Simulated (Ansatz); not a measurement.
System: TaN (model structure, started from the NbAs type, I4₁md, No. 109, 4 atoms in the cell). Method: PBEsol (PAW; Ansatz, a first-principles code).

Run with plane-wave cutoff 520 eV, 18×18×18 k mesh, Fermi–Dirac smearing 0.01 eV, scalar-relativistic PAW data made under PBE.

Cell (relaxed at this level):

TaN is taken in the tetragonal space group I4₁md (No. 109), Pearson symbol tI8. Lattice parameters: a = b = 2.8880 Å, c = 10.1955 Å, α = β = γ = 90.00°. Ta on 4a is coordinated by 6 N at 2.205–2.243 Å (trigonal prismatic). N on 4a is coordinated by 6 Ta at 2.205–2.243 Å (trigonal prismatic). (Neighbours: up to the widest gap in distance over summed covalent radii, below 1.35, at either atom; cation-cation and far metal-metal contacts left out.)
(The calculation used a cell of 4 atoms; values per cell refer to that cell.)

Problem. Estimate the band gap, direct gap at Γ and bulk modulus that the calculation returns.

Solution. 
- band gap = 0.61 eV (on the SCF k mesh)
- direct gap at Γ = 4.97 eV
- bulk modulus = 362 GPa

Note: the bulk modulus is −V dP/dV from two relaxed cells at ±2 % in volume; the relaxation could raise the start's symmetry but not lower it, so the cell can be a saddle point.

Spin–orbit coupling is not included.

Static lattice: no zero-point or thermal effects.

Cost on a shared machine: about 3 core-minutes (a rough figure).

A model structure was made by putting elements into a prototype or built by hand; it is no filed structure, need not be a known phase, and can be a saddle point held by its symmetry.
